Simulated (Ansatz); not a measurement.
System: interstitial P in zinc-blende GaP (charge state -1). Method: PBE, PAW (plane waves to 420 eV; Ansatz, an electronic-structure program).

Cell of 64 host sites held at the relaxed PBE lattice; one k-point at (0.250, 0.250, 0.250); Fermi-Dirac width 0.01 eV, spin-restricted; finite-size errors left in. No zero-point or tunnelling terms. The charge state is imposed; whether it is stable for some Fermi level was not computed. Sites that were not tried may lie lower. The order of the sites in energy changes with the mesh.

Barriers: single points on a 2×2×2 k-point mesh shifted by half a step at the bands' geometries (they differ from the bands' own by up to 0.05 eV, and are uncertain by about as much).

Relaxed starting cell (atoms counted from 1):

```yaml
crystal:
  lattice:
    - [11.01454, 0.00000, 0.00000]
    - [0.00000, 11.01454, 0.00000]
    - [0.00000, 0.00000, 11.01454]
  atoms:
    - { symbol: Ga, position: [0.99805, 0.99817, 0.99904] }
    - { symbol: Ga, position: [0.99341, 0.99085, 0.53273] }
    - { symbol: Ga, position: [0.99867, 0.50011, 0.00173] }
    - { symbol: Ga, position: [0.99851, 0.50134, 0.49949] }
    - { symbol: Ga, position: [0.50478, 0.99650, 0.99925] }
    - { symbol: Ga, position: [0.49614, 0.00104, 0.50020] }
    - { symbol: Ga, position: [0.49995, 0.49980, 0.00113] }
    - { symbol: Ga, position: [0.49883, 0.49844, 0.49921] }
    - { symbol: P, position: [0.07569, 0.07946, 0.28886] }
    - { symbol: P, position: [0.12464, 0.12386, 0.87511] }
    - { symbol: P, position: [0.12509, 0.62545, 0.37544] }
    - { symbol: P, position: [0.12514, 0.61492, 0.87490] }
    - { symbol: P, position: [0.62452, 0.12398, 0.37505] }
    - { symbol: P, position: [0.62512, 0.12174, 0.87537] }
    - { symbol: P, position: [0.62443, 0.62405, 0.37567] }
    - { symbol: P, position: [0.62508, 0.62446, 0.87554] }
    - { symbol: Ga, position: [0.99376, 0.26174, 0.23635] }
    - { symbol: Ga, position: [0.99875, 0.25056, 0.75235] }
    - { symbol: Ga, position: [0.00170, 0.75277, 0.25111] }
    - { symbol: Ga, position: [0.99904, 0.73952, 0.75858] }
    - { symbol: Ga, position: [0.49964, 0.24878, 0.25027] }
    - { symbol: Ga, position: [0.50484, 0.24970, 0.75446] }
    - { symbol: Ga, position: [0.50005, 0.75200, 0.25432] }
    - { symbol: Ga, position: [0.50023, 0.74824, 0.74860] }
    - { symbol: P, position: [0.12720, 0.37962, 0.12115] }
    - { symbol: P, position: [0.12149, 0.37739, 0.62619] }
    - { symbol: P, position: [0.12535, 0.86136, 0.11089] }
    - { symbol: P, position: [0.12504, 0.86107, 0.64152] }
    - { symbol: P, position: [0.62430, 0.37437, 0.12511] }
    - { symbol: P, position: [0.62500, 0.37490, 0.62507] }
    - { symbol: P, position: [0.62778, 0.87437, 0.12878] }
    - { symbol: P, position: [0.62288, 0.87326, 0.62234] }
    - { symbol: Ga, position: [0.25455, 0.99370, 0.21988] }
    - { symbol: Ga, position: [0.25233, 0.99779, 0.75279] }
    - { symbol: Ga, position: [0.25057, 0.50060, 0.25069] }
    - { symbol: Ga, position: [0.25067, 0.49839, 0.74688] }
    - { symbol: Ga, position: [0.75469, 0.00252, 0.25078] }
    - { symbol: Ga, position: [0.74531, 0.99679, 0.75096] }
    - { symbol: Ga, position: [0.74844, 0.50046, 0.25031] }
    - { symbol: Ga, position: [0.74964, 0.49986, 0.74948] }
    - { symbol: P, position: [0.38201, 0.12696, 0.11573] }
    - { symbol: P, position: [0.38255, 0.12716, 0.63518] }
    - { symbol: P, position: [0.37769, 0.62434, 0.12694] }
    - { symbol: P, position: [0.37441, 0.62530, 0.62231] }
    - { symbol: P, position: [0.86912, 0.12863, 0.11709] }
    - { symbol: P, position: [0.86681, 0.12774, 0.63307] }
    - { symbol: P, position: [0.87501, 0.62598, 0.12751] }
    - { symbol: P, position: [0.87336, 0.62456, 0.62515] }
    - { symbol: Ga, position: [0.25005, 0.25074, 0.99702] }
    - { symbol: Ga, position: [0.25406, 0.25301, 0.51422] }
    - { symbol: Ga, position: [0.25192, 0.73878, 0.99398] }
    - { symbol: Ga, position: [0.24797, 0.75366, 0.49946] }
    - { symbol: Ga, position: [0.74562, 0.24954, 0.99641] }
    - { symbol: Ga, position: [0.74853, 0.24963, 0.49880] }
    - { symbol: Ga, position: [0.74927, 0.74939, 0.00184] }
    - { symbol: Ga, position: [0.75139, 0.75125, 0.49780] }
    - { symbol: P, position: [0.37211, 0.37169, 0.37577] }
    - { symbol: P, position: [0.37631, 0.37612, 0.87374] }
    - { symbol: P, position: [0.36996, 0.88034, 0.37048] }
    - { symbol: P, position: [0.37718, 0.87110, 0.87651] }
    - { symbol: P, position: [0.87427, 0.37577, 0.37410] }
    - { symbol: P, position: [0.87311, 0.37593, 0.87630] }
    - { symbol: P, position: [0.88070, 0.88021, 0.38014] }
    - { symbol: P, position: [0.87314, 0.87214, 0.87461] }
    - { symbol: P, position: [0.17076, 0.07061, 0.45788] }
```
Cell charge -1.

End state 1 differs by these moves (Å; atoms that move under 0.08 Å are left out):

| atom | element | Δx | Δy | Δz |
|---|---|---|---|---|
| 1 | Ga | 0.03 | 0.05 | 0.07 |
| 2 | Ga | -0.26 | 0.03 | -0.31 |
| 6 | Ga | 0.07 | -0.04 | 0.03 |
| 9 | P | -0.41 | 0.00 | 0.41 |
| 12 | P | 0.00 | 0.10 | 0.00 |
| 15 | P | 0.00 | -0.10 | 0.00 |
| 17 | Ga | -0.09 | 0.00 | 0.09 |
| 20 | Ga | 0.05 | 0.14 | -0.09 |
| 23 | Ga | 0.09 | -0.14 | -0.05 |
| 26 | P | 0.04 | -0.06 | -0.04 |
| 27 | P | 0.05 | 0.21 | 0.22 |
| 28 | P | -0.06 | 0.21 | -0.23 |
| 33 | Ga | 0.31 | -0.03 | 0.26 |
| 34 | Ga | -0.03 | 0.04 | -0.07 |
| 37 | Ga | -0.07 | -0.05 | -0.03 |
| 50 | Ga | 0.11 | 0.00 | -0.11 |
| 51 | Ga | -0.05 | 0.14 | 0.09 |
| 56 | Ga | -0.09 | -0.14 | 0.05 |
| 57 | P | 0.04 | 0.06 | -0.04 |
| 59 | P | 0.23 | -0.21 | 0.06 |
| 63 | P | -0.22 | -0.21 | -0.05 |
| 65 | P | 0.40 | 0.00 | -0.40 |

Q: Predict the forward and backward barriers to end state 1 from PBE, PAW.

A: forward 0.15 eV, backward 0.15 eV; at the saddle point atom 9 has neighbours Ga at 2.21, 2 Ga at 2.75; P at 2.16, P at 2.78 Å. The program found a first-order saddle point.

End state 2 differs by these moves (Å; atoms that move under 0.08 Å are left out):

| atom | element | Δx | Δy | Δz |
|---|---|---|---|---|
| 2 | Ga | -0.07 | 0.02 | -0.21 |
| 3 | Ga | 0.02 | 0.05 | -0.07 |
| 9 | P | 1.00 | 1.16 | 0.00 |
| 12 | P | 0.02 | 0.11 | -0.01 |
| 17 | Ga | -0.11 | -0.05 | -0.04 |
| 20 | Ga | 0.03 | 0.08 | -0.06 |
| 27 | P | -0.05 | 0.09 | 0.11 |
| 28 | P | -0.01 | 0.11 | -0.11 |
| 33 | Ga | -0.03 | 0.06 | 0.09 |
| 37 | Ga | -0.09 | -0.05 | 0.00 |
| 42 | P | 0.07 | -0.03 | 0.05 |
| 45 | P | -0.02 | -0.09 | 0.04 |
| 50 | Ga | 0.03 | -0.05 | 0.11 |
| 51 | Ga | 0.00 | 0.09 | 0.08 |
| 63 | P | -0.09 | -0.07 | -0.05 |

Q: Estimate the forward and backward barriers to end state 2 that PBE, PAW returns for this input.

A: forward 0.40 eV, backward 0.39 eV; at the saddle point atom 9 has neighbours Ga at 2.25, Ga at 2.27; P at 2.10 Å. The program found a first-order saddle point.

End state 3 differs by these moves (Å; atoms that move under 0.08 Å are left out):

| atom | element | Δx | Δy | Δz |
|---|---|---|---|---|
| 2 | Ga | -0.07 | 0.02 | -0.21 |
| 3 | Ga | 0.03 | 0.04 | -0.07 |
| 9 | P | 1.01 | 1.16 | 0.01 |
| 12 | P | 0.03 | 0.11 | 0.00 |
| 17 | Ga | -0.10 | -0.06 | -0.03 |
| 20 | Ga | 0.03 | 0.08 | -0.06 |
| 27 | P | -0.04 | 0.09 | 0.12 |
| 28 | P | -0.01 | 0.10 | -0.11 |
| 33 | Ga | -0.02 | 0.06 | 0.10 |
| 37 | Ga | -0.09 | -0.05 | 0.00 |
| 42 | P | 0.07 | -0.03 | 0.05 |
| 45 | P | -0.02 | -0.09 | 0.04 |
| 50 | Ga | 0.03 | -0.05 | 0.11 |
| 51 | Ga | 0.00 | 0.08 | 0.08 |
| 63 | P | -0.08 | -0.07 | -0.05 |

Q: Estimate the forward and backward barriers to end state 3 that PBE, PAW returns for this input.

A: forward 0.40 eV, backward 0.40 eV; at the saddle point atom 9 has neighbours Ga at 2.25, Ga at 2.27; P at 2.09 Å. The program found a first-order saddle point.
